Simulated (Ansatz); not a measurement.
Start from CaF₂ (space group Pmc2_1, No. 26; a = 3.470 Å, b = 4.105 Å, c = 5.876 Å; a cell from a computed database, its experimental status unchecked).

Modification: cell and atoms relaxed at a pressure of 10 GPa.

Levels (all Ansatz, an electronic-structure program, PAW): PBEsol (420 eV, no spin-orbit coupling); HSE06 (420 eV, no spin-orbit coupling).

The geometry is relaxed with PBEsol.

- PBEsol band gap: 6.44 eV

Q: What does HSE06 give at this geometry for the band gap?

A: The band gap grows by 2.40 eV (6.44 eV → 8.84 eV).

Single points use the geometry relaxed with PBEsol. The hybrid gap comes from the SCF mesh plus the semilocal run's edge points and a few special points and is an upper bound. Load acts through the strain it causes; cell and atoms are relaxed under it. Stability against distortions was not tested. No other phases were tried under pressure.
